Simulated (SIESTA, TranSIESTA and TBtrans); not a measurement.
Ta chain with one bond stretched by 2.0 Å

Junction: Ta chain with one bond stretched by 2.0 Å. Leads: straight Ta chain, spacing 2.491 Å. Geometry: as built, not relaxed. Transport runs along z; the first 6 and the last 6 of the 20 atoms are the lead cells, repeated to infinity.

```xyz
20
Lattice="9.000 0.000 0.000 0.000 9.000 0.000 0.000 0.000 51.820" Properties=species:S:1:pos:R:3 pbc="F F T"
Ta     4.500     4.500     0.000
Ta     4.500     4.500     2.491
Ta     4.500     4.500     4.982
Ta     4.500     4.500     7.473
Ta     4.500     4.500     9.964
Ta     4.500     4.500    12.455
Ta     4.500     4.500    14.946
Ta     4.500     4.500    17.437
Ta     4.500     4.500    19.928
Ta     4.500     4.500    22.419
Ta     4.500     4.500    26.910
Ta     4.500     4.500    29.401
Ta     4.500     4.500    31.892
Ta     4.500     4.500    34.383
Ta     4.500     4.500    36.874
Ta     4.500     4.500    39.365
Ta     4.500     4.500    41.856
Ta     4.500     4.500    44.347
Ta     4.500     4.500    46.838
Ta     4.500     4.500    49.329
```
Starting moments (μB): atom 7 +1, atom 8 +1, atom 9 +1, atom 10 +1, atom 11 +1, atom 12 +1, atom 13 +1, atom 14 +1; lead atoms +1 (left) and +1 (right).

Method: TranSIESTA and TBtrans, PBE, DZP numerical orbitals (energy shift 0.15 eV), PseudoDojo norm-conserving scalar-relativistic potentials, mesh cutoff 200 Ry, 300 K, spin-polarised (collinear), no spin-orbit coupling; self-consistent non-equilibrium Green functions.

```
Quantity                                                       Value
-------------------------------------------------------------  -----
Conductance at 300 K (G0 = 2e²/h)                               0.61
Thermopower (μV/K)                                              -2.3
Mean T from −0.5 to 0.5 eV                                      0.63
Spin polarisation of the conductance, (up − down)/(up + down)  -0.06
```

Energies count from the leads' Fermi level. Transmissions are for each spin. The energy step is 0.01 eV; narrower resonances are cut or missed.

```tsv
E (eV)	T up	T down	lead channels up	down
-2.00	0.26	0.14	3	1
-1.90	0.25	0.16	3	1
-1.80	0.25	0.19	4	3
-1.70	0.25	0.23	4	3
-1.60	0.25	0.27	4	3
-1.50	0.26	0.32	4	3
-1.40	0.27	0.38	4	3
-1.30	0.29	0.45	4	3
-1.20	0.31	0.51	4	3
-1.10	0.34	0.59	4	3
-1.00	0.37	0.62	4	4
-0.90	0.40	0.63	4	4
-0.80	0.43	0.64	4	4
-0.70	0.45	0.63	4	4
-0.60	0.47	0.63	4	4
-0.50	0.49	0.62	6	4
-0.40	0.51	0.62	6	4
-0.30	0.52	0.62	6	4
-0.20	0.54	0.62	6	4
-0.10	0.56	0.63	6	4
0.00	0.57	0.65	6	4
0.10	0.59	0.68	6	4
0.20	0.61	0.71	6	4
0.30	0.63	0.74	6	band edge
0.40	0.65	0.78	6	6
0.50	0.66	0.81	6	6
0.60	0.67	0.83	6	6
0.70	0.68	0.84	6	6
0.80	0.68	0.85	6	6
0.90	0.67	0.84	6	6
1.00	0.66	0.83	6	6
1.10	0.63	0.81	6	6
1.20	0.59	0.79	6	6
1.30	0.51	0.77	band edge	6
1.40	0.47	0.74	3	6
1.50	0.54	0.72	3	6
1.60	0.60	0.71	1	6
1.70	0.67	0.70	1	6
1.80	0.73	0.69	1	6
1.90	0.80	0.68	1	6
2.00	0.86	0.67	1	6
```

The magnetic order of the leads was set by the start, and no other order was tried; the separate lead runs end at 1.12 (left) and 1.12 (right) μB an atom. The straight chain is held at its spacing; free chains may zigzag or dimerise. Spin-orbit coupling, left out here, matters for the heavy atoms.
